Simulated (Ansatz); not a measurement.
Adsorption energy and surface dipole of N on the 1x1 (110) surface of bcc Mo, one in a 2x2 cell, started at the site 'hollow Mo-Mo-Mo', worked from the runs' numbers; total energies count from the potentials' own zero.

Method: PBE (plane waves to 420 eV, PAW; Ansatz, a program for electronic structure).

Set-up: 17 atoms, 6.5 Å thick at the start under the adsorbate (thin: gaps and levels are the slab's own); mesh 6x6x1; 0.1 eV smearing; dipole correction on; 8 atoms held, the rest relaxed; symmetry of the start imposed; no spin, no spin-orbit, no U, no dispersion correction. At the end it is bonded to 3 Mo. In PBE it is, or lies within 0.03 eV of, the lowest of the starts that converged.

| quantity | value |
|---|---|
| slab with the adsorbate | -79672.235 eV |
| clean slab, same cell and mesh | -79286.427 eV |
| reference, ½ N2(g) | -384.013 eV |
| area of the cell | 28.26 Å² |
| change of the step from the bottom to the top vacuum level | 0.383 eV |

Question: What is the adsorption energy against this reference?

Answer: E(slab + adsorbate) − E(slab) − E(reference) = -1.79 eV, so in this state the adsorbate is more stable than in the reference, at a coverage of 3.54 a nm².

Question: What dipole does adsorption add to the slab along the outward normal (Helmholtz relation, ε₀ = 0.005526 e/(V·Å))?

Answer: p = −ε₀·A·ΔV = -0.060 e·Å = -0.29 D; its negative end points to the vacuum, which raises the vacuum level.
